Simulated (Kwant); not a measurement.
System: In0.53Ga0.47As/InP stack with 1 barrier. One parabolic valley. Leads of mass 0.041 mₑ with the band edge at 0; grid 0.1 nm; bias 0.075 V, dropping linearly over the stack.

```tsv
layer	thickness (nm)	band offset (eV)	mass (mₑ)
1	1.8	0.25	0.08
```

Constants are typed, rounded textbook-type inputs, not results; the design itself was drawn at random and stands for no fabricated device.

Model: one-band effective-mass tight-binding model in one dimension, coherent, no space charge (Kwant).

Sweep values stay those of the base run.

The mass in the first barrier was swept, all else fixed.

```json
[
 {"mass in the first barrier (mₑ)": "0.048", "transmission at E = 0.1858 eV": "0.74", "transmission at E = 0.2804 eV": "0.81", "transmission at E = 0.3750 eV": "0.85", "transmission at E = 0.09114 eV": "0.61"},
 {"mass in the first barrier (mₑ)": "0.064", "transmission at E = 0.1858 eV": "0.63", "transmission at E = 0.2804 eV": "0.69", "transmission at E = 0.3750 eV": "0.73", "transmission at E = 0.09114 eV": "0.52"},
 {"mass in the first barrier (mₑ)": "0.08", "transmission at E = 0.1858 eV": "0.53", "transmission at E = 0.2804 eV": "0.58", "transmission at E = 0.3750 eV": "0.63", "transmission at E = 0.09114 eV": "0.44"},
 {"mass in the first barrier (mₑ)": "0.1", "transmission at E = 0.1858 eV": "0.42", "transmission at E = 0.2804 eV": "0.47", "transmission at E = 0.3750 eV": "0.52", "transmission at E = 0.09114 eV": "0.35"}
]
```

From the first row to the last the transmission at E = 0.1858 eV goes from 0.74 to 0.42. From the first row to the last the transmission at E = 0.2804 eV goes from 0.81 to 0.47.
